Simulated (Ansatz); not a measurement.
A short convergence ladder for CsLiBr2 (P4mm, 8 atoms in the cell)

```xyz
8
Lattice="5.2071 0.0000 0.0000 0.0000 5.2071 0.0000 0.0000 0.0000 9.9797" Properties=species:S:1:pos:R:3 pbc="T T T"
Cs     0.0000     2.6036     3.0442
Cs     2.6036     0.0000     6.9855
Li     2.6036     0.0000     0.8231
Li     0.0000     2.6036     9.1566
Br     0.0000     2.6036     6.6457
Br     2.6036     0.0000     3.3340
Br     0.0000     0.0000     0.0000
Br     2.6036     2.6036     0.0000
```

Base method: LDA (PW92), default PAW files made with PBE (plane waves; Ansatz, a first-principles code).

Base settings: basis.ecutwfc = 420 eV; kpoints.mp_grid.grid = 3 3 1; hamiltonian.xc = lda; hamiltonian.pseudopotentials = {kind: paw} (the program's default PAW files); scf.occupations.method = fermi_dirac; scf.occupations.width = 0.05 eV.

The count of work is k-points × plane waves × bands × iterations; it is no time. 

**The cutoff for other potential files**

Level: DFT, LDA (PW92), plane waves, harder PAW files (source: ansatz) made with PBE.

In this ladder: hamiltonian.pseudopotentials = {kind: paw, source: ansatz}.

The second cell is the first with its lattice scaled by 0.98.

The mesh stays at the base's, so the ladder's end is converged at best in this setting alone.

Only quantities that move along the ladder and can be compared are tabulated; the gap is left out on so coarse a mesh.

| basis.ecutwfc | free energy less the last step's (meV/atom) | energy of the compressed cell less the first (meV/atom) | pressure without the Pulay estimate (GPa) | count of work / last |
|---|---|---|---|---|
| 350 eV | 728.37 | -27.90 | -22.85 | 0.11 |
| 430 eV | 84.83 | -20.77 | -5.20 | 0.14 |
| 545 eV | 4.05 | -19.79 | -2.14 | 0.21 |
| 665 eV | 0.62 | -19.80 | -2.00 | 0.28 |
| 780 eV | 0.27 | -19.80 | -1.99 | 0.35 |
| 935 eV | 0.16 | -19.80 | -1.99 | 0.46 |
| 1170 eV | 0.07 | -19.81 | -1.99 | 0.65 |
| 1560 eV | 0.00 | -19.81 | -1.99 | 1.0 |

Coarsest basis.ecutwfc that holds the energy of the compressed cell less the first within 0.5 meV/atom of the last step, with all finer ones: 545 eV, at 0.21 of the last step's count of work; the step before is off by 0.97 meV/atom.

Coarsest basis.ecutwfc that holds the free energy within 5 meV/atom of the last step, with all finer ones: 545 eV, at 0.21 of the last step's count of work; the step before is off by 85 meV/atom.

Coarsest basis.ecutwfc that holds the pressure without the Pulay estimate within 1 GPa of the last step, with all finer ones: 545 eV, at 0.21 of the last step's count of work; the step before is off by 3.2 GPa.

The energy difference between the two cells stays within 1 meV/atom of the last step's from 430 eV on, the total only from 665 eV on: much of the error is common to both cells and cancels.

At the lowest cutoff the pressure without the Pulay estimate lies 20.9 GPa under the last step's, the usual sign of Pulay stress in an incomplete plane-wave basis.

On the base run: the starting cell comes from a database of computed structures (which also holds hypothetical and non-ambient phases and stackings), without a prior relaxation at this level. Its lattice was rescaled by up to half a per cent. One atom was moved a little off its site on purpose.

Keys are those of Ansatz 0.2.
